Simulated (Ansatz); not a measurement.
Base system: BeS in the zinc blende structure (space group F-43m, No. 216; a = 4.7964 Å).

Level of theory: LDA (Ansatz, a quantum-chemistry and plane-wave program), no spin-orbit coupling.

One change was made to it. Results:

| quantity | base | after |
|---|---|---|
| smallest direct gap | 5.49 eV | 5.40 eV |
| gap character | indirect, Γ → X | indirect, Γ → X |
| volume per atom | 13.79 Å³ | 12.26 Å³ |
| band gap | 2.82 eV | 2.52 eV |

Task: Name the change that was made.
A) pressure 4.5 GPa
B) pressure 0.9 GPa
C) pressure 15 GPa
D) pressure 2.1 GPa

Result: C, pressure 15 GPa. For comparison, the band gap in the other runs: pressure 0.9 GPa gives 2.80 eV; pressure 2.1 GPa gives 2.78 eV; pressure 4.5 GPa gives 2.73 eV.

Load acts through the strain it causes; cell and atoms are relaxed under it. No phonon test of stability was made. No other phases were tried under pressure.
